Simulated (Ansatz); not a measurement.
A relaxation of the atoms of YGe (Cm, 4 atoms in the cell) with Ansatz (a quantum-chemistry and plane-wave program).

Computed with LDA (PW92), default PAW files made with PBE (plane waves; Ansatz).

The change in words: one atom moved by 0.15 angstrom; relax: default → atoms; relax.f_tol: default → 0.02 eV/Å. Reference geometry:
```
YGe
1.0
    2.14770    -5.37829     0.00000
    2.14770     5.37829     0.00000
    0.00000     0.00000     3.96646
Y Ge
2 2
Cartesian
  2.14770   3.88732   0.99162
  2.14770  -3.88732   2.97485
  2.14770   0.90764   0.99162
  2.14770  -0.90764   2.97485
```

Reference input (self-consistent single point, DFT, LDA (PW92), plane waves, default PAW files made with PBE): basis.ecutwfc = 420 eV; kpoints.mp_grid.grid = 7 7 7; hamiltonian.xc = lda; hamiltonian.pseudopotentials = {kind: paw} (the program's default PAW files); scf.occupations.method = fermi_dirac; scf.occupations.width = 0.1 eV. This run's input differs from it in these lines:

```diff
@@ -6,3 +6,3 @@
   atoms:
-    - { symbol: Y, position: [0.138610, 0.861390, 0.250000] }
+    - { symbol: Y, position: [0.138610, 0.861390, 0.287817] }
     - { symbol: Y, position: [0.861390, 0.138610, 0.750000] }
@@ -19,2 +19,4 @@
   occupations: { method: fermi_dirac, width: 0.1 eV }
+relax:
+  f_tol: 0.02
 output:
```

Output (repeated stretches shortened):

```
   [... SCF lines of the steps left out ...]
relax step   1: F+E_penalty+E_count = -15926.40669420 eV  Δ(F+E_penalty+E_count) = +0.000e0 eV  max|allowed force component| = 8.372e-1 eV/Å  Δτ_max = 0.0000 Å  (6 SCF iters, dr2 threshold 1.00e-5 eV, accepted)
relax step   2: F+E_penalty+E_count = -15926.43638374 eV  Δ(F+E_penalty+E_count) = -2.969e-2 eV  max|allowed force component| = 5.698e-1 eV/Å  Δτ_max = 0.1953 Å  (5 SCF iters, dr2 threshold 4.38e-5 eV, accepted)
relax step   3: F+E_penalty+E_count = -15926.47074419 eV  Δ(F+E_penalty+E_count) = -3.436e-2 eV  max|allowed force component| = 1.649e-2 eV/Å  Δτ_max = 0.0800 Å  (5 SCF iters, dr2 threshold 2.03e-5 eV, accepted)
relax step   4: F+E_penalty+E_count = -15926.47074489 eV  Δ(F+E_penalty+E_count) = -7.015e-7 eV  max|allowed force component| = 1.663e-2 eV/Å  Δτ_max = 0.0000 Å  (4 SCF iters, accepted)
the relaxation is at rest under the 2 symmetry operations that the run kept from its start: a minimum is not shown …
Stability not checked: this state was not tested for a lower state beside it, because too few of the mixer's solves of this state at the end of the SCF gave a …
Free energy (F): -15926.470745 eV
Internal energy: -15926.394070 eV  (E = F + TS)
E sigma→0 (E₀):  -15926.432407 eV
Entropy (-TS):   -0.076675 eV (-19.169 meV/atom)
Fermi energy:    11.068444 eV
--- Forces (eV/Å), atoms counted from 1 ---
  atom   1  Y     -0.00000000     0.00178305     0.01239191
   [... lines left out ...]
  atoms:
    - { symbol: Y, position: [0.13734346435322525, 0.8626565356467748, 0.2589481503758179] }
    - { symbol: Y, position: [0.8626218872295925, 0.13737811277040746, 0.7598246983377186] }
    - { symbol: Ge, position: [0.4149023395329506, 0.5850976604670495, 0.2597581085855499] }
    - { symbol: Ge, position: [0.5851323088842316, 0.4148676911157684, 0.7592860427009139] }
```

The run converged.  The full log also holds: “iter 5 did not close the SCF: its close was put off for the readings that it lacked (scf_convergence_deferred on its scf_iter line)”.

Summary of the result:
| Property | Result |
|---|---|
| Free energy E − TS (on the zero of these files) | -15926.4707 eV |
| Fermi level (on the code's own zero) | 11.07 eV |
| Pressure | -5.33 GPa |
| Largest force (vector length) | 0.017 eV/Å |
| Relaxation steps | 4 |

The starting cell comes from a database of computed structures (which also holds hypothetical and non-ambient phases and stackings), without a prior relaxation at this level. Its lattice was rescaled by up to half a per cent. For this run, on top of that: one atom moved by 0.15 angstrom. Ansatz's pressure includes its estimate of the finite-basis (Pulay) stress.

Cost on one core of a shared machine: roughly 90 s.

Keys are those of Ansatz 0.2.
